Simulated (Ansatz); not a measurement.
Take TaN in the rock salt structure (space group Fm-3m, No. 225; a = 4.4175 Å; relaxed with 0.1 eV smearing) as the base. Axes: x, y, z lie along the cube axes.

Calculations: PBE in Ansatz (plane waves to 420 eV, PAW, without spin-orbit coupling).

Base values:

- Shortest interatomic distance = 2.209 Å

Modification: a pure shear with ε_yz = ε_zy = 0.0016, atoms relaxed at fixed cell.

Q: How does this affect the stress, energy relative to the base and shortest interatomic distance?

A: The stress (xx, yy, zz, yz, xz, xy; compression positive) is (0.0, 0.0, 0.0, -0.2, 0.0, 0.0) GPa; the energy hardly moves; the shortest interatomic distance is still 2.209 Å.

The cells carry an imposed strain or load. No phonon test of stability was made. The final runs are not spin-polarised. This is not the structure that TaN has at room temperature and ambient pressure.

Ansatz is a program for electronic structure.
